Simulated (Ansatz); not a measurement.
We consider WSe₂ (P-6m2, No. 187, 9 atoms in the cell; start mp-1025572; a measured phase of this formula has another space group), described by r²SCAN+rVV10 (Ansatz, a quantum-chemistry and plane-wave program, plane waves, PAW).

Numerical settings: plane-wave cutoff 560 eV, 12×12×2 k mesh (along the axes of the cell as run), Fermi–Dirac smearing 0.01 eV, no spin polarisation, scalar-relativistic PAW data made under PBE.

Cell (relaxed at this level):

Space group P-6m2 (No. 187); a = 3.2989 Å, b = 3.2989 Å, c = 20.3388 Å, α = 90.00°, β = 90.00°, γ = 120.00°

```
atom  site  symmetry       x       y       z
----  ----  --------  ------  ------  ------
W       1e      -6m2  0.6667  0.3333  0.0000
W       2h       3m.  0.3333  0.6667  0.3234
Se      2h       3m.  0.3333  0.6667  0.0819
Se      2i       3m.  0.6667  0.3333  0.2415
Se      2i       3m.  0.6667  0.3333  0.4053
```

Problem. Give the computed band gap, smallest direct gap on the k points sampled and Γ–Γ gap.

Solution. 
- band gap: 1.21 eV
- smallest direct gap on the k points sampled: 1.63 eV
- Γ–Γ gap: 2.89 eV

Spin–orbit coupling is not included.

The computed numbers hold no vibrational or temperature effects.

A start named mp-… is a Materials Project structure, which need not be a measured phase.
